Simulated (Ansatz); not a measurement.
Cell and atoms of amorphous W20Si10N20:

```xyz
50
Lattice="8.8793 0.4265 -0.2785 0.4265 9.0078 -0.0152 -0.2785 -0.0152 7.7987" Properties=species:S:1:pos:R:3 pbc="T T T"
W      4.6846     5.8250     7.1757
W      6.4232     2.5449     3.9651
W      7.4543     6.2485     7.4940
W      5.6167     8.1269     1.2093
W      0.4548     1.4957     3.2642
W      3.7614     8.2059     5.7783
W      2.7212     8.8602     0.7110
W      5.1469     3.2234     6.4830
W      8.8203     9.3158     0.0374
W      8.1866     9.0717     4.8405
W      1.1740     6.6702     6.9041
W      3.3863     2.0809     4.4332
W      6.3533     4.9934     2.2980
W      3.7882     3.5427     1.0689
W      1.9533     3.7074     6.5626
W      7.9524     3.7918     5.9941
W      1.0147     1.1516     6.2914
W      3.0898     6.2636     1.4770
W      0.3660     4.6444     4.0414
W      7.3534     2.9708     0.8593
Si     4.0167     8.6322     3.2646
Si     3.5227     1.4196     6.9120
Si     6.0247     1.0169    -0.1621
Si     1.4678     7.5989     3.7019
Si     7.0701     0.6943     2.2899
Si     4.7140     1.4607     2.2479
Si     3.6354     5.0857     4.1643
Si     0.3951     4.6362     1.4223
Si     5.3853     0.4802     5.1990
Si     7.6087     7.0537     2.2194
N      4.2354     6.2814     5.3107
N      8.7078     7.3719     3.5344
N      8.3307     2.0605     4.7078
N      7.3669     4.4224     3.9281
N      3.0697     7.1906     7.4796
N      0.3553     5.0139     6.1242
N      2.2948     3.9395     4.5535
N      4.3251     5.0273     2.5364
N      1.6275     8.1186     5.3983
N      2.3355     6.1607     3.3781
N      1.2892     7.3546     1.0102
N      5.6039     4.1360     0.5352
N      6.4263     5.1079     6.3272
N      8.3686     2.2313     7.2795
N      2.0305     4.6386     0.7110
N      0.3437     3.1454     2.3355
N      2.2094     8.9873     2.8218
N      2.4787     2.0159     0.1890
N      4.7476     3.6204     4.5694
N      8.0944     7.8253     6.4714
```

These are PBE, scalar-relativistic without spin-orbit coupling (plane waves to 420 eV, PAW; Ansatz, a first-principles code) values and carry that method's errors. The usual formal charges leave 100 electrons over, so the level spacing at the Fermi energy parts defect or band states and needn't be the band gap.

Preparation: random packing, a CHGNet melt and quench, and a DFT relaxation. N atoms were pushed apart under 1.9 Å during the dynamics, to hinder bonds among them. The hot cell started wider than the set density and was brought back towards it in steps. It is the lowest in DFT energy of 2 quenches. It is a model cell: composition and starting density were chosen by hand, and all elements were melted together. No dispersion term was used. Its density started from a set value of 13.06 and ended at 11.32 g/cm³. The simulated quench (nominally 450 K/ps over its main leg) is rapid and tends to freeze in more defects than a deposited or slowly cooled glass has. Values belong to this one cell and scatter from quench to quench. Volume and shape were free in the relaxation. Stress components on the final sampling reach 0.6 GPa. On a 2×2×2 Γ-centred mesh force components of up to 0.41 eV/Å stay, since the relaxation ran on one k-point at (1/4, 1/4, 1/4).

Bonds are counted up to W-W 3.04 Å, W-Si 2.74 Å, W-N 2.74 Å, Si-Si 2.60 Å, Si-N 2.08 Å, N-N 1.70 Å. Two cations that share two anions don't count as bonded, nor two that share one unless they lie closer than W-W 2.95 Å, W-Si 2.66 Å, Si-Si 2.38 Å.

### Question
Give the coordination numbers, mean bond lengths and angles.

### Answer

```yaml
Mean coordination of W by anions: 3.60 (1 with 0, 1 with 2, 8 with 3, 6 with 4, 2 with 5, 2 with 6); 62 close contacts or bonds to cations besides
Mean coordination of Si by anions: 1.40 (4 with 0, 3 with 1, 1 with 2, 1 with 4, 1 with 5); 38 close contacts or bonds to cations besides
Mean coordination of N: 4.30 (1 with 3, 12 with 4, 7 with 5)
Mean W-N bond: 2.127 Å (spread 0.136 Å, 72 counted)
Mean W-W close contact: 2.873 Å (spread 0.090 Å, 16 counted)
Mean W-Si close contact: 2.581 Å (spread 0.088 Å, 30 counted)
Mean Si-N bond: 1.794 Å (spread 0.051 Å, 14 counted)
Bond angle at W: mean 99.1°, spread 31.2°
Bond angle at Si: mean 102.1°, spread 27.6°
Bond angle at N: mean 107.1°, spread 25.0°
```
